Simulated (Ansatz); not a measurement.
Response to strain in MgTe

Start from MgTe in the wurtzite structure (space group P6_3mc, No. 186; a = 4.6089 Å, c = 7.5001 Å). Axes: x lies along a and z along c of the hexagonal cell.

Strains are applied to the cell and any free atomic positions relax; under biaxial strain the out-of-plane vector relaxes too.

Method: Ansatz (a first-principles code) PBE, no spin-orbit coupling.

| biaxial strain, plane normal [001], relaxed out of plane (%) | out-of-plane strain (%) |
|---|---|
| -3 | 2.47 |
| -2.4 | ? |
| -1.8 | 1.47 |
| -1.2 | 0.99 |
| -0.6 | 0.48 |
| 0 | 0.00 |

**Question.** Fit ε⊥ = −νε + γε² (strains in %) to the rows shown and predict the withheld row.

**Answer.** Least squares on the printed values gives ν = 0.81 (the biaxial Poisson response) and γ = 0.004 (largest residual 0.01 %); this predicts 1.97 %, and the run gives 1.97 %, in agreement.

Whether these cells are dynamically stable was not tested.
